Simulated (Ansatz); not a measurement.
Base system: SnO₂ in the rutile structure (space group P4_2/mnm, No. 136; a = 4.769 Å, c = 3.211 Å).

Structures relaxed with PBEsol (Ansatz, an electronic-structure program; PAW; 420 eV plane waves; no spin-orbit coupling), earlier PAW set.

Base:

Simulated powder pattern, Cu Kα1, λ = 1.54056 Å (kinematic, ideal powder, no thermal factors, no anomalous dispersion; the 8 strongest lines at most, above 2 %, up to 2θ = 90°):

```csv
2θ (°),I/Imax (%),hkl
26.41,100,(110)
33.62,81,(101)
37.70,23,(200)
51.39,66,(211)
54.37,16,(220)
61.44,15,(310)
64.19,15,(112)
65.46,20,(301)
```

Perturbation: every Sn is replaced by Cd; the structure is relaxed again.

After the change:

Simulated powder pattern, Cu Kα1, λ = 1.54056 Å (kinematic, ideal powder, no thermal factors, no anomalous dispersion; the 8 strongest lines at most, above 2 %, up to 2θ = 90°):

```
2θ (°)  d (Å)  I/Imax (%)    hkl
------  -----  ----------  -----
26.04   3.418         100  (110)
32.58   2.747          79  (101)
37.16   2.417          23  (200)
50.24   1.815          66  (211)
53.57   1.709          15  (220)
60.51   1.529          13  (310)
61.82   1.500          16  (112)
64.12   1.451          20  (301)
```

The indices refer to each structure's own conventional cell; one index is shown for lines that coincide.

Stability against distortions was not tested. As relaxed here, CdO2 is a hypothetical phase, not in the database extracts checked. All final runs are without spin polarisation.
